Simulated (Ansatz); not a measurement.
The structure below was relaxed with r2SCAN (Ansatz, an electronic-structure program), no spin-orbit coupling, earlier PAW set, at pressure 4.2 GPa.

```
Ta
1.0
   -1.64169     1.64169     1.64169
    1.64169    -1.64169     1.64169
    1.64169     1.64169    -1.64169
Ta
1
Direct
  0.00000   0.00000   0.00000
```

Problem. Find the space group and the Wyckoff positions.

Solution. Space group Im-3m (No. 229); a = b = c = 3.2834 Å, α = β = γ = 90.00°

```tsv
atom	site	symmetry	x	y	z
Ta	2a	m-3m	0.0000	0.0000	0.0000
```

Problem. Describe the coordination.

Solution. The crystal has 2 atoms in its conventional cell. Cell: a = 3.2834 Å, b = 3.2834 Å, c = 3.2834 Å, α = 90.00°, β = 90.00°, γ = 90.00°. Ta is surrounded by 8 Ta at 2.843 Å and 6 Ta at 3.283 Å. (Neighbours: up to the widest gap in distance over summed covalent radii, below 1.35, at either atom.)

Load acts through the strain it causes; cell and atoms are relaxed under it. Stability against distortions was not tested. All final runs are without spin polarisation. The cell was made from Ta in the bcc (W type) structure (space group Im-3m, No. 229) by this change: pressure 4.2 GPa.
